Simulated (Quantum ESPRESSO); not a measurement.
Short convergence ladders for MgSc (P4mm, 2 atoms in the cell)

```
MgSc
1.0
    3.61443     0.00000     0.00000
    0.00000     3.61443     0.00000
    0.00000     0.00000     3.61443
Mg Sc
1 1
Direct
  0.00000   0.00000   0.01383
  0.50000   0.50000   0.50000
```

Base method: PBEsol, PseudoDojo standard norm-conserving (PBESOL) pseudopotentials (plane waves; Quantum ESPRESSO 7.5).

Base settings: ecutwfc = 85 Ry; occupations = smearing; smearing = gaussian; degauss = 0.0073499 Ry; potentials = {Mg: Mg.upf, Sc: Sc.upf}; K_POINTS = automatic 5 5 5 0 0 0; conv_thr = 1e-10 Ry; mixing_beta = 0.3.

The count of work is k-points × plane waves × bands × iterations; it is no time. Core times come from one kind of shared machine, to one figure; runs under 30 s give none.

**The k-point mesh**

The second cell is the first with its lattice scaled by 0.98.

Only quantities that move along the ladder and can be compared are tabulated.

```csv
K_POINTS,free energy less the last step's (meV/atom),energy of the compressed cell less the first (meV/atom),pressure (GPa),largest difference of a force vector from the last step's (eV/Å),count of work / last,core time / last (rough)
automatic 2 2 2 0 0 0,16.76,-0.63,-1.48,0.051,0.023,–
automatic 4 4 4 0 0 0,43.07,-2.16,-1.73,0.000,0.068,–
automatic 5 5 5 0 0 0,-15.40,-5.13,-2.06,0.001,0.057,–
automatic 7 7 7 0 0 0,-2.54,-5.85,-2.11,0.000,0.14,0.3
automatic 9 9 9 0 0 0,-0.05,-5.15,-2.03,0.001,0.26,0.3
automatic 15 15 15 0 0 0,0.00,-4.89,-2.01,0.000,1.0,1
```

Coarsest K_POINTS that holds the pressure within 0.2 GPa of the last step, with all finer ones: automatic 5 5 5 0 0 0, at 0.057 of the last step's count of work; the step before is off by 0.28 GPa.

Coarsest K_POINTS that holds the forces within 0.005 eV/Å of the last step, with all finer ones: automatic 4 4 4 0 0 0, at 0.068 of the last step's count of work; the step before is off by 0.051 eV/Å.

Coarsest K_POINTS that holds the free energy within 1 meV/atom of the last step, with all finer ones: automatic 9 9 9 0 0 0, at 0.26 of the last step's count of work and about 0.3 of the last step's time; the step before is off by 2.5 meV/atom.

The energy difference between the two cells stays within 1 meV/atom of the last step's from automatic 5 5 5 0 0 0 on, the total only from automatic 9 9 9 0 0 0 on: much of the error is common to both cells and cancels.

**The k-point mesh at a smearing width of 0.02 eV**

In this ladder: degauss = 0.00147 Ry.

Only quantities that move along the ladder and can be compared are tabulated.

| K_POINTS | free energy less the last step's (meV/atom) | pressure (GPa) | count of work / last |
|---|---|---|---|
| automatic 3 3 3 0 0 0 | 62.22 | -2.21 | 0.012 |
| automatic 5 5 5 0 0 0 | -16.32 | -2.05 | 0.036 |
| automatic 7 7 7 0 0 0 | -2.86 | -2.16 | 0.073 |
| automatic 10 10 10 0 0 0 | -0.66 | -2.04 | 0.23 |
| automatic 18 18 18 0 0 0 | 0.00 | -2.05 | 1.0 |

Coarsest K_POINTS that holds the pressure within 0.05 GPa of the last step, with all finer ones: automatic 10 10 10 0 0 0, at 0.23 of the last step's count of work; the step before is off by 0.11 GPa.

Coarsest K_POINTS that holds the free energy within 5 meV/atom of the last step, with all finer ones: automatic 7 7 7 0 0 0, at 0.073 of the last step's count of work; the step before is off by 16 meV/atom.

**The k-point mesh at a smearing width of 0.3 eV**

In this ladder: degauss = 0.02205 Ry.

Only quantities that move along the ladder and can be compared are tabulated.

```tsv
K_POINTS	free energy less the last step's (meV/atom)	count of work / last
automatic 3 3 3 0 0 0	43.25	0.0099
automatic 5 5 5 0 0 0	-9.27	0.033
automatic 7 7 7 0 0 0	-0.32	0.067
automatic 10 10 10 0 0 0	-0.17	0.23
automatic 18 18 18 0 0 0	0.00	1.0
```

Coarsest K_POINTS that holds the free energy within 2 meV/atom of the last step, with all finer ones: automatic 7 7 7 0 0 0, at 0.067 of the last step's count of work; the step before is off by 9.3 meV/atom.

On the base run: the starting cell comes from a database of computed structures (which also holds hypothetical and non-ambient phases and stackings), without a prior relaxation at this level. Its lattice was rescaled by up to half a per cent. One atom was moved a little off its site on purpose. Without a gap this mesh is coarse (it stands for a supercell whose shortest vector is 18 Å).
